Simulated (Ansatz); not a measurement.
An ideal cubic perovskite cell is held by its symmetry; such compounds can tilt or shift off centre at room temperature. Cells marked so need not be the phases stable at ambient conditions, and some may be hypothetical.

 Where the default PAW files enter, the runs use the earlier of Ansatz's two default sets.

The gap is the functional's own, uncorrected, and κ follows it; spin-orbit coupling is left out. Mid-gap values are interpolated between the computed energies.

A. NaMgF3 (Pm-3m, cubic perovskite, not sure to be the ambient phase, 5 atoms a cell, 12.3 Å³ an atom, -3 GPa at this level), along the normal of (110)
B. Sr3SbN (Pm-3m, anti-perovskite, not sure to be the ambient phase, 5 atoms a cell, 28.0 Å³ an atom), along the normal of (001)
C. RbBr (Fm-3m, rock salt, not sure to be the ambient phase, 2 atoms a cell, 41.3 Å³ an atom), along the normal of (001)
D. LaSF (P4/nmm, not sure to be the ambient phase, 6 atoms a cell, 19.0 Å³ an atom), along the normal of (001)

Q: Put the candidates in order of mid-gap decay constant of the slowest evanescent state, lowest first, for r2SCAN in Ansatz (an electronic-structure program).

A: B (0.07 1/Å), D (0.28 1/Å), C (0.34 1/Å), A (0.54 1/Å)
